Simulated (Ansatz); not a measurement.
Consider the following.

```yaml
crystal:
  lattice:
    - [3.76174, 0.00000, 0.00000]
    - [-1.88087, 3.25777, 0.00000]
    - [0.00000, 0.00000, 18.93792]
  atoms:
    - { symbol: Hf, position: [0.00000, 0.00000, 0.50000] }
    - { symbol: S, position: [0.33333, 0.66667, 0.57366] }
    - { symbol: S, position: [0.66667, 0.33333, 0.42634] }
```

Method: PBE, rigid bands (plane waves, PAW, scalar-relativistic; Ansatz, a first-principles code). Condition of this run: biaxial strain +3 %. How the cell was made: cell and atoms relaxed with PBE, then loaded as said.

Problem. Predict the hole conductivity mass (n e² τ/σ) at 300 K, by direction if it differs.

Solution. 0.38 mₑ.

Problem. Predict the electron conductivity mass (n e² τ/σ) at 300 K, by direction if it differs.

Solution. 0.53 mₑ.

Problem. And the band gap?

Solution. 1.64 eV at this level; semilocal functionals usually fall short of the measured gap.

Rigid bands, one relaxation time for all states, no polarons. Spin-orbit coupling is left out; where it splits the top of the valence band it changes the hole mass and lowers the gap by about a third of the splitting.

Model free-standing layer, not matched to a measured one here: monolayer HfS2.
